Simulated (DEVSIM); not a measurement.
Device: GaP n-p junction from an implanted or diffused profile, at 350 K.

| layer (left to right) | material | thickness (μm) | Na (cm⁻³) | τn (s) | τp (s) |
|---|---|---|---|---|---|
| 1 | GaP | 34.0 | 2.8e14 | 2.3e-7 | 2.3e-7 |

Added donor profile: 3.8e18 cm⁻³ × exp(−(x − 0.064 μm)²/(2·(0.14 μm)²)). Left contact: ohmic. Right contact: ohmic. Voltage is applied to the left contact. Recombination: SRH at mid-gap, Auger. Mobility is constant in doping. Where it depends on doping, it is μmin + (μ − μmin)/(1 + (N/Nref)^α).

Constants are typed, rounded textbook-type inputs, not results; the design itself was drawn at random and stands for no fabricated device. Values at 300 K; Nc and Nv go as T^1.5, mobilities as T to minus their exponent, the gap by Varshni's rule with the affinity fixed. The table also holds parameters that only a changed run uses.

| parameter | GaP |
|---|---|
| gap (eV) | 2.26 |
| affinity (eV) | 3.8 |
| permittivity | 11.1 |
| Nc (cm⁻³) | 1.8e19 |
| Nv (cm⁻³) | 1.9e19 |
| μn (cm²/Vs) | 250 |
| μp (cm²/Vs) | 150 |
| μn,min | 10 |
| μp,min | 10 |
| Nref,n | 4.4e18 |
| Nref,p | 1e18 |
| αn | 0.8 |
| αp | 0.85 |
| T exponent of μn | 1.6 |
| T exponent of μp | 1.98 |
| Cn (cm⁶/s) | 1e-30 |
| Cp (cm⁶/s) | 1e-30 |
| Varshni α (eV/K) | 0.00058 |
| Varshni β (K) | 372 |

Simulated with DEVSIM: 1D drift-diffusion, Boltzmann statistics, complete ionisation; no tunnelling, impact ionisation, image-force lowering or self-heating.

Base results: potential step across the device at zero bias (V) 1.840.

Q: What follows from this one change: peak of the profile 3.8e+18 → 7.6e+17 cm^-3?

A: potential step across the device at zero bias 1.840 → 1.791 V.

Q: What follows from this one change: doping Na of layer 1 2.8e+14 → 8.4e+13 cm^-3?

A: potential step across the device at zero bias 1.840 → 1.803 V.
